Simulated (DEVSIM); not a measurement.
# GaP/Si n-p heterojunction

Device: GaP/Si n-p heterojunction, at 300 K.

```tsv
layer (left to right)	material	thickness (μm)	Nd (cm⁻³)	Na (cm⁻³)	τn (s)	τp (s)
1	GaP	0.120	4.9e17	-	2.9e-7	2.9e-7
2	Si	4.80	-	8e15	2.9e-7	2.9e-7
```

Left contact: ohmic. Right contact: ohmic. Voltage is applied to the left contact. Recombination: SRH at mid-gap. Mobility is μmin + (μ − μmin)/(1 + (N/Nref)^α).

Constants are typed, rounded textbook-type inputs, not results; the design itself was drawn at random and stands for no fabricated device. Values at 300 K.

| parameter | GaP | Si |
|---|---|---|
| gap (eV) | 2.26 | 1.124 |
| affinity (eV) | 3.8 | 4.05 |
| permittivity | 11.1 | 11.7 |
| Nc (cm⁻³) | 1.8e19 | 2.86e19 |
| Nv (cm⁻³) | 1.9e19 | 3.1e19 |
| μn (cm²/Vs) | 250 | 1417 |
| μp (cm²/Vs) | 150 | 470 |
| μn,min | 10 | 52 |
| μp,min | 10 | 45 |
| Nref,n | 4.4e18 | 9.7e16 |
| Nref,p | 1e18 | 2.2e17 |
| αn | 0.8 | 0.68 |
| αp | 0.85 | 0.72 |

Model (solved in DEVSIM): 1D drift-diffusion, Boltzmann statistics, complete ionisation; no tunnelling, impact ionisation, image-force lowering or self-heating. Band offsets follow the typed affinities; no thermionic-emission limit at abrupt steps, no polarisation charge.

| Quantity | Value |
|---|---|
| Potential step across the device at zero bias | 1.067 V |
| Largest field in the device at zero bias | 170000 V/cm |
| Dark forward voltage at 1 A/cm² | 0.584 V |
| Dark forward voltage at 100 A/cm² | 0.719 V |

Dark forward current:

(V (V), J (A/cm²)): (-0.05, -1.7e-8); (-0.10, -6.6e-8); (-0.15, -2.3e-7); (-0.20, -8.6e-7); (-0.25, -4.0e-6); (-0.30, -2.2e-5); (-0.35, -0.00013); (-0.40, -0.00087); (-0.45, -0.0059); (-0.50, -0.040); (-0.55, -0.28); (-0.60, -1.9); (-0.65, -12); (-0.70, -62); (-0.75, -230); (-0.80, -610); (-0.85, -1400); (-0.90, -2800)
